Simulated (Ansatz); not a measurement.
**Pressure series in B13C2**

The reference is B$_{13}$C$_{2}$ (space group R-3m, No. 166; a = 5.6346 Å, c = 12.0568 Å (hexagonal axes); a cell from a computed database, its experimental status unchecked).

Cell and atoms are relaxed at each pressure.

Calculations: PBEsol (Ansatz, a quantum-chemistry and plane-wave program, PAW, without spin-orbit coupling).

```tsv
pressure (GPa)	volume per atom (Å³/atom)
-2	7.433
-1	7.399
0	7.367
0.3	7.357
1.5	7.319
3	7.272
5	7.212
7.5	?
10	7.071
```

### Question
Fit the third-order Birch–Murnaghan form P(V) = (3B₀/2)[(V₀/V)^(7/3) − (V₀/V)^(5/3)]·[1 + (3/4)(B₀′ − 4)((V₀/V)^(2/3) − 1)] (squares taken in P) to the rows shown and predict the withheld row.

### Answer
Least squares on the printed values gives V₀ = 7.367 Å³/atom, B₀ = 227 GPa, B₀′ = 3.5; this predicts 7.140 Å³/atom, and the run gives 7.140 Å³/atom, in agreement.

Load acts through the strain it causes; cell and atoms are relaxed under it. Whether these cells are dynamically stable was not tested. Competing high-pressure phases were not computed. The final runs are not spin-polarised. An odd electron count without spin: B13C2.
